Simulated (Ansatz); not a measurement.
Start from Ir in the fcc (Cu type) structure (space group Fm-3m, No. 225; relaxed with 0.1 eV smearing).

```
Ir
1.0
    0.00000     1.92250     1.92250
    1.92250     0.00000     1.92250
    1.92250     1.92250     0.00000
Ir
1
Direct
  0.00000   0.00000   0.00000
```

Cartesian axes are those of the cell as printed.

Level of theory: r2SCAN/PAW in Ansatz (a quantum-chemistry and plane-wave program), scalar-relativistic without spin-orbit coupling.

Modification: tensor shear ε_xy = +1.43 % (engineering shear γ = 0.0286); the atoms relax in the strained cell.

### Question
Predict the stress tensor and what it implies for the stiffness.

### Answer
Stress of the strained cell less that of the base (GPa, compression positive):
```
    0.6    -7.9     0.0
   -7.9     0.6     0.0
    0.0     0.0     0.0
```

Then −Δσ/γ with γ = 2ε = 0.0286 gives secant stiffness values (nonlinear terms included at this strain): C66 ≈ 278 GPa.

As a check, the harmonic strain energy −½ V₀ Δσ:ε is 10 meV/atom; the computed energy rise is 10 meV/atom.

Stability against distortions was not tested. The final runs are not spin-polarised.
